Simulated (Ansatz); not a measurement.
# What Hf → Ti does to HfN

Base system: HfN in the rock salt structure (space group Fm-3m, No. 225; a = 4.5259 Å).

Now apply this change: Ti takes the place of Hf on all its sites; the structure is relaxed again.

The values are results of r2SCAN in Ansatz (plane waves to 500 eV, PAW, no spin-orbit coupling), earlier PAW set, not measurements. Settings: 19×19×19 k-points, 0.05 eV Fermi–Dirac smearing, for the changed cell.

```yaml
volume_per_atom: 9.48 Å³ (base 11.59 Å³)
density: 5.42 g/cm³ (base 13.79 g/cm³)
lattice_parameter_a: 4.233 Å (base 4.526 Å)
shortest_interatomic_distance: 2.117 Å (base 2.263 Å)
band_gap: zero (base zero)
```

Final structure:

```xyz
2
Lattice="0.0000 2.1167 2.1167 2.1167 0.0000 2.1167 2.1167 2.1167 0.0000" Properties=species:S:1:pos:R:3 pbc="T T T"
N      0.0000     0.0000     0.0000
Ti     2.1167     2.1167     2.1167
```

Cost of the whole job for the changed cell (relaxation, final SCF and bands): roughly 19 core-seconds.

Whether these cells are dynamically stable was not tested. The final runs are not spin-polarised. An odd electron count without spin: TiN and HfN.

Ansatz is a quantum-chemistry and plane-wave program.
